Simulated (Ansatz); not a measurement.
Consider these faces of Bi2Se3, relaxed from ideal cuts in 1x1 cells: (0001), (10-11), (11-20).

Level of theory: PBE with D3(BJ) dispersion (plane waves to 420 eV, PAW; Ansatz, a program for electronic structure).

Task: Rank these by surface energy (lowest first), as PBE with D3(BJ) dispersion gives it.

Result: (0001) (0.21 J/m²), (11-20) (0.69 J/m²), (10-11) (0.74 J/m²)
